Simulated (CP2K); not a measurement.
Input and output of a self-consistent single point for KMnF3 (P1, 5 atoms in the cell) (CP2K).

Level of theory: LDA (Pade form), GPW, DZVP-MOLOPT-SR-GTH basis, GTH-PADE potentials (GTH_POTENTIALS) (CP2K).

The change in words: atoms moved at random. Reference geometry:
```yaml
crystal:
  lattice:
    - [4.18268, 0.00000, 0.00000]
    - [0.00000, 4.18268, 0.00000]
    - [0.00000, 0.00000, 4.18268]
  atoms:
    - { symbol: K, position: [0.50000, 0.50000, 0.50000] }
    - { symbol: Mn, position: [0.00000, 0.00000, 0.00000], spin: 4.0 }
    - { symbol: F, position: [0.50000, 0.00000, 0.00000] }
    - { symbol: F, position: [0.00000, 0.50000, 0.00000] }
    - { symbol: F, position: [0.00000, 0.00000, 0.50000] }
```
(The spins are starting values, not results.)

Reference input (self-consistent single point, DFT LDA (Pade form), GPW, DZVP-MOLOPT-SR-GTH basis, GTH-PADE potentials (GTH_POTENTIALS)): UKS = T; CUTOFF = 600 Ry; REL_CUTOFF = 50 Ry; SMEAR/METHOD = FERMI_DIRAC; ELECTRONIC_TEMPERATURE = 232.09 K; KPOINTS/SCHEME = MONKHORST-PACK 4 4 4; GAMMA_CENTERED = T; XC_FUNCTIONAL = PADE; K/BASIS_SET = DZVP-MOLOPT-SR-GTH-q9; K/POTENTIAL = GTH-PADE-q9; Mn/BASIS_SET = DZVP-MOLOPT-SR-GTH-q15; Mn/POTENTIAL = GTH-PADE-q15. This run's input differs from it in these lines:

```diff
@@ -73,7 +73,7 @@
       SCALED
-      K        0.50000000     0.50000000     0.50000000
-      Mn       0.00000000     0.00000000     0.00000000
-      F        0.50000000     0.00000000     0.00000000
-      F        0.00000000     0.50000000     0.00000000
-      F        0.00000000     0.00000000     0.50000000
+      K        0.50724800     0.49540700     0.49986600
+      Mn       0.00528500    -0.00179900     0.01357500
+      F        0.49550200     0.00693100    -0.01001300
+      F       -0.01148200     0.50606200    -0.00229500
+      F        0.00344700    -0.00660100     0.49886600
     &END COORD
```

Log, with long lists cut:

```
 SCF WAVEFUNCTION OPTIMIZATION

  Step     Update method      Time    Convergence         Total energy    Change
     1 NoMix/Diag. 0.30E+00      -     1.01520910      -205.1200826838 -2.05E+02
     2 Broy./Diag. 0.30E+00      -     0.01825205      -201.9194642232  3.20E+00
     3 Broy./Diag. 0.30E+00      -     0.01992562      -204.0371263958 -2.12E+00
     4 Broy./Diag. 0.30E+00      -     0.01140064      -205.1104522539 -1.07E+00
     5 Broy./Diag. 0.30E+00      -     0.00834749      -205.1023523671  8.10E-03
     6 Broy./Diag. 0.30E+00      -     0.01295278      -205.1868646502 -8.45E-02
   [... 11 lines left out ...]
    18 Broy./Diag. 0.30E+00      -     0.00000236      -205.1457176737  1.05E-04
    19 Broy./Diag. 0.30E+00      -     0.00000146      -205.1457544231 -3.67E-05
    20 Broy./Diag. 0.30E+00      -     0.00000117      -205.1457616782 -7.26E-06
    21 Broy./Diag. 0.30E+00      -     0.00000064      -205.1457484168  1.33E-05
  *** SCF run converged in    21 steps ***

  Overlap energy of the core charge distribution:               0.00000000000000
  Self energy of the core charge distribution:               -420.78143374506027
  Core Hamiltonian energy:                                    115.71527481407411
  Hartree energy:                                             129.48791780370442
  Exchange-correlation energy:                                -29.56750728949186
  Electronic entropic energy:                                  -0.00000000000034
  Fermi energy:                                                 0.22898521118586

  Total energy:                                              -205.14574841677393
  Total energy (extrapolated to T->0):                       -205.14574841677376

   [... lines left out ...]

 STRESS| Analytical stress tensor [bar]
 STRESS|                        x                   y                   z
 STRESS|      x       -4.07044947701E+04   5.41747308058E+02  -3.94810567039E+02
 STRESS|      y        5.41747308058E+02  -4.13152060210E+04   1.22067699660E+02
 STRESS|      z       -3.94810567039E+02   1.22067699660E+02  -3.78821068175E+04
 STRESS| 1/3 Trace                                            -3.99672692029E+04
```

The run converged in 21 iterations. Against the reference run the free energy rises by 5.8 meV/atom, the pressure goes from -4.16 to -4.00 GPa, the largest force goes from 0.000 to 0.507 eV/Å, the gap on the mesh moves little (1.010 to 1.009 eV) and the size of the net moment stays at 1.00 μB/atom.

The starting cell comes from a database of computed structures (which also holds hypothetical and non-ambient phases and stackings), without a prior relaxation at this level. For this run, on top of that: atoms moved at random. With one magnetic atom in the cell only a parallel order is possible. Values carry the incompleteness of an atom-centred basis. With a pressure of about -4 GPa the cell is away from its equilibrium volume at this level.

Cost on one core of a shared machine: roughly 30 s.
